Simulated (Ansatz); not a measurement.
# Quick settings and what they miss: BaSrSn₂O₆ (Fm-3m, 10 atoms in the cell)

Self-consistent single point.

```yaml
crystal:
  lattice:
    - [0.00000, 4.11876, 4.11876]
    - [4.11876, 0.00000, 4.11876]
    - [4.11876, 4.11876, 0.00000]
  atoms:
    - { symbol: Ba, position: [0.50000, 0.50000, 0.50000] }
    - { symbol: Sr, position: [0.00000, 0.00000, 0.00000] }
    - { symbol: Sn, position: [0.25000, 0.25000, 0.25000] }
    - { symbol: Sn, position: [0.75000, 0.75000, 0.75000] }
    - { symbol: O, position: [0.50000, 0.50000, 0.00000] }
    - { symbol: O, position: [0.00000, 0.00000, 0.50000] }
    - { symbol: O, position: [0.00000, 0.50000, 0.50000] }
    - { symbol: O, position: [0.50000, 0.00000, 0.00000] }
    - { symbol: O, position: [0.50000, 0.00000, 0.50000] }
    - { symbol: O, position: [0.00000, 0.50000, 0.00000] }
```

Method of the run: LDA (PW92), default PAW files made with PBE (plane waves; Ansatz, a quantum-chemistry and plane-wave program).

Base settings: basis.ecutwfc = 30.9 Ry; kpoints.mp_grid.grid = 6 6 6; hamiltonian.xc = lda; hamiltonian.pseudopotentials = {kind: paw} (the program's default PAW files); scf.occupations.method = fermi_dirac; scf.occupations.width = 0.0037 Ry.

Tight run (finer mesh or higher cutoff; not a proven limit): basis.ecutwfc: 30.9 Ry → 43.4 Ry; kpoints.mp_grid.grid: 6 6 6 → 9 9 9; scf.convergence.dr2_threshold: default (1e-07 eV) → 1e-09 eV. It gave gap on the k-point mesh 0.77 eV; pressure -7.36 GPa.

Quick runs, as changes from the base:
- A: the base itself
- B: kpoints.mp_grid.grid: 6 6 6 → 4 4 4; scf.convergence.dr2_threshold: default (1e-07 eV) → 0.001 eV
- C: basis.ecutwfc: 30.9 Ry → 18.4 Ry; kpoints.mp_grid.grid: 6 6 6 → 3 3 3; scf.occupations.width: 0.0037 Ry → 0.0147 Ry
- D: basis.ecutwfc: 30.9 Ry → 21.7 Ry; kpoints.mp_grid.grid: 6 6 6 → 4 4 4; hamiltonian.xc: lda → pbesol; scf.occupations.method: fermi_dirac → gaussian; scf.occupations.width: 0.0037 Ry → 0.0147 Ry [PBEsol]

Energies are extrapolated to zero smearing width, which holds to low order in the width alone.

Dashes: energy of D, another energy zero.

† marks runs with another functional, U, potentials or spin treatment: their distance from the tight run is not a convergence error alone.

The count of work is k-points × plane waves × bands × iterations; it is no time. 

Pressures in the table are Ansatz's without its Pulay estimate, at a fixed set of plane waves; the tight run's value above holds the estimate.

The starting cell comes from a database of computed structures (which also holds hypothetical and non-ambient phases and stackings), without a prior relaxation at this level. Its lattice was rescaled by a random factor within 2.5 % of one. In the base run, with a pressure of about -7 GPa the cell is away from its equilibrium volume at this level.

```csv
run,energy less tight (meV/atom),pressure less tight (GPa),count of work / tight
A,6.6,-0.80,0.24
B,7.0,-0.84,0.10
C,1263.2,-64.77,0.028
D†,–,-17.65,0.072
```

Among the runs at the tight run's level, the energy misses run from 6.6 to 1263.2 meV/atom.

Left out of this page: 1 run of the series unsound by tests on forces, stress, charge or solver warnings; 1 run of the series with a known weakness of the program.

Keys are those of Ansatz 0.2.
